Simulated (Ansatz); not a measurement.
Tunnelling through a barrier is set by its complex band structure: the current falls as exp(−2κd) with the smallest κ.

Input:

```yaml
crystal:
  lattice:
    - [6.93393, 0.00000, 0.00000]
    - [0.00000, 7.06067, 0.00000]
    - [0.00000, 3.53034, 3.53034]
  atoms:
    - { symbol: Si, position: [0.50000, 0.30134, 0.39732] }
    - { symbol: Si, position: [0.25000, 0.19866, 0.00000] }
    - { symbol: Si, position: [0.00000, 0.69866, 0.60268] }
    - { symbol: Si, position: [0.75000, 0.80134, 0.00000] }
    - { symbol: O, position: [0.67989, 0.10643, 0.65496] }
    - { symbol: O, position: [0.42989, 0.26139, 0.13218] }
    - { symbol: O, position: [0.17989, 0.89357, 0.34504] }
    - { symbol: O, position: [0.92989, 0.73861, 0.86782] }
    - { symbol: O, position: [0.57011, 0.60643, 0.13218] }
    - { symbol: O, position: [0.82011, 0.76139, 0.34504] }
    - { symbol: O, position: [0.07011, 0.39357, 0.86782] }
    - { symbol: O, position: [0.32011, 0.23861, 0.65496] }
```

The cell is taken as given.

Transport runs along the normal of the first two printed cell vectors, the (110) plane of the conventional cell.

The gap is the functional's own. No spin-orbit coupling. Mid-gap values are those at the computed energy nearest the middle.

Task: Give the band gap and the smallest decay constant κ at mid-gap that r2SCAN (Ansatz, a first-principles code) yields.

Result: Gap 6.34 eV on a 6×8×8 mesh; κ = 0.544 1/Å, at the zone centre.
